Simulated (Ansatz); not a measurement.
Input:

```yaml
crystal:
  lattice:
    - [0.01235, 1.77248, 1.77781]
    - [1.77594, -0.02274, 1.81290]
    - [1.72894, 1.76057, 0.02425]
  atoms:
    - { symbol: C, position: [0.50020, 0.49928, 0.50082] }
    - { symbol: C, position: [0.74980, 0.75072, 0.74918] }
```

No spin polarisation.

The values are results of PBEsol (Ansatz, a quantum-chemistry and plane-wave program), no spin-orbit coupling, earlier PAW set, not measurements. Settings: 16×16×16 k-points, 0.05 eV Fermi–Dirac smearing.

Task: Predict the gap character.

Result: Indirect, Γ → Γ–T (75 % along).

Task: Predict the valence-band top at Γ (three highest levels, from the VBM).

Result: 0.00, -0.31, -0.38 eV.

Task: What band gap does the calculation give?

Result: 3.53 eV.

The cells carry an imposed strain or load. Whether these cells are dynamically stable was not tested. The cell was made from C in the diamond structure (space group Fd-3m, No. 227) by this change: strain tensor (xx, yy, zz, yz, xz, xy) = (−1.72, +0.06, +0.36, −0.31, +1.67, −0.98) %.
